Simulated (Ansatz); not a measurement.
CuCl under a change: Cu → Ir

Consider CuCl in the zinc blende structure (space group F-43m, No. 216; a = 5.290 Å).

Now apply this change: every Cu is replaced by Ir, then cell and atoms are relaxed.

Calculations: PBEsol (Ansatz, a first-principles code), no spin-orbit coupling. Γ-centred 15×15×15 mesh, Fermi–Dirac width 0.05 eV, for the changed cell.

The volume per atom goes up by 0.645 Å³ to 19.15 Å³ and the lattice parameter a rises by 0.0607 Å (5.290 Å → 5.350 Å). The space group remains F-43m (No. 216) and the shortest interatomic distance grows by 0.026 Å to 2.317 Å. The band gap goes from 0.55 eV to zero.

Final structure:

```xyz
2
Lattice="0.0000 2.6752 2.6752 2.6752 0.0000 2.6752 2.6752 2.6752 0.0000" Properties=species:S:1:pos:R:3 pbc="T T T"
Ir     0.0000     0.0000     0.0000
Cl     1.3376     1.3376     1.3376
```

Cost of the whole job for the changed cell (relaxation, final SCF and bands): about 50 core-seconds (a rough figure).

Whether these cells are dynamically stable was not tested. As relaxed here, IrCl is a hypothetical phase, not in the database extracts checked. No Hubbard U is applied, and correlation can decide whether such a compound is a metal. All final runs are without spin polarisation. IrCl has a high density of states at the Fermi level and may be magnetic at this level.
